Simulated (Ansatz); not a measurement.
# Pressure series in hypothetical simple cubic Ir

The parent structure is Ir in the simple cubic structure (space group Pm-3m, No. 221; a = 2.5405 Å; a hypothetical phase, not in the database extracts checked).

Cell and atoms are relaxed at each pressure.

The values are results of PBEsol (Ansatz, a program for electronic structure), scalar-relativistic without spin-orbit coupling, not measurements.

```json
[
 {"P (GPa)": "-2.01", "V (Å³/atom)": "16.519"},
 {"P (GPa)": "-1.01", "V (Å³/atom)": "16.458"},
 {"P (GPa)": "0.30", "V (Å³/atom)": "16.380"},
 {"P (GPa)": "0.70", "V (Å³/atom)": "16.356"},
 {"P (GPa)": "1.50", "V (Å³/atom)": "16.310"},
 {"P (GPa)": "2.98", "V (Å³/atom)": "16.226"},
 {"P (GPa)": "5.01", "V (Å³/atom)": "16.116"},
 {"P (GPa)": "7.51", "V (Å³/atom)": "15.985"},
 {"P (GPa)": "10.01", "V (Å³/atom)": "15.860"}
]
```

A third-order Birch–Murnaghan fit to these points gives V₀ = 16.40 Å³/atom, B₀ = 277 GPa and B₀′ = 4.9. At pressure 10 GPa the volume is 96.7 % of V₀.

Load acts through the strain it causes; cell and atoms are relaxed under it. Stability against distortions was not tested. Competing high-pressure phases were not computed. All final runs are without spin polarisation. Ir has a high density of states at the Fermi level and may be magnetic at this level.
